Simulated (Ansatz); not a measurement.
**Point defect Ag interstitial in zinc-blende ZnS**

All values below come from PBE, PAW (plane waves to 420 eV; Ansatz, a quantum-chemistry and plane-wave program). Cell: 64 sites, 2×2×2 repeats of a cell of 8 atoms; final energies on a 2×2×2 shifted mesh. Site at the start: void with 4S nearest. Charged cells carry a point-charge image correction with potential alignment at far atoms. Dielectric constants: PBE linear response of the host. Host gap at this level: 2.01 eV. These values are not converged in cell size to better than tenths of an eV. The semilocal functional narrows the gap, so deep levels can fall outside it. Spin–orbit coupling is left out. Each state is the lowest found from its start.

The name describes the start; the neighbours show where the atoms ended.

Charges with a result: +1, 0. Others weren't obtained, and one of them could lie lower, also by skipping a charge.

| charge | moment (μB) | largest move off a lattice site (Å) | neighbours of the last Ag atom of the defect at the end (Å) | image correction with alignment (eV) |
|---|---|---|---|---|
| +1 | not spin-polarised | 0.17 | S 2.50, S 2.50, S 2.50, S 2.50 | 0.44 |
| 0* | 0.9 | 0.19 | S 2.54, S 2.54, S 2.54, S 2.54 | – |

* At this level the carrier isn't localised at the defect: at charge 0 electrons occupy the conduction band. Such a state is shallow or no state of the defect, and this cell gives it no level.

No other site or start that was run ended lower by more than 0.1 eV.
